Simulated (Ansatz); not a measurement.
## A short convergence ladder for SrHI (P4mm, 6 atoms in the cell)

```
CELL_PARAMETERS angstrom
      4.30244     0.00000     0.00000
      0.00000     4.30244     0.00000
      0.00000     0.00000     9.12510
ATOMIC_POSITIONS crystal
  Sr 0.00000 0.50000 0.15016
  Sr 0.50000 0.00000 0.85532
  H  0.50000 0.50000 0.00000
  H  0.00000 0.00000 0.00000
  I  0.00000 0.50000 0.68477
  I  0.50000 0.00000 0.31523
```

Base method: PBEsol, default PAW files made with PBE (plane waves; Ansatz, a program for electronic structure).

Base settings: basis.ecutwfc = 420 eV; kpoints.mp_grid.grid = 6 6 3; hamiltonian.xc = pbesol; hamiltonian.pseudopotentials = {kind: paw} (the program's default PAW files); scf.occupations.method = fixed.

**The width of Fermi-Dirac smearing**

In this ladder: scf.occupations.method = fermi_dirac.

The mesh stays at the base's, so the ladder's end is converged at best in this setting alone.

Only quantities that move along the ladder and can be compared are tabulated.

| scf.occupations.width | free energy less the last step's (meV/atom) | pressure (GPa) | largest difference of a force vector from the last step's (eV/Å) |
|---|---|---|---|
| 1 eV | -240.60 | -0.27 | 0.215 |
| 0.5 eV | -9.02 | -1.57 | 0.017 |
| 0.2 eV | 0.00 | -1.64 | 0.000 |
| 0.1 eV | 0.00 | -1.64 | 0.000 |
| 0.02 eV | 0.00 | -1.64 | 0.000 |

Widest scf.occupations.width that holds the free energy within 0.5 meV/atom of the last step, with all finer ones: 0.2 eV; the step before is off by 9.0 meV/atom.

Widest scf.occupations.width that holds the pressure within 0.05 GPa of the last step, with all finer ones: 0.2 eV; the step before is off by 0.07 GPa.

Widest scf.occupations.width that holds the forces within 0.02 eV/Å of the last step, with all finer ones: 0.5 eV; the step before is off by 0.21 eV/Å.

On the base run: the starting cell comes from a database of computed structures (which also holds hypothetical and non-ambient phases and stackings), without a prior relaxation at this level. Its lattice was rescaled by up to half a per cent. One atom was moved a little off its site on purpose. Ansatz's pressure includes its estimate of the finite-basis (Pulay) stress.

Keys are those of Ansatz 0.2.
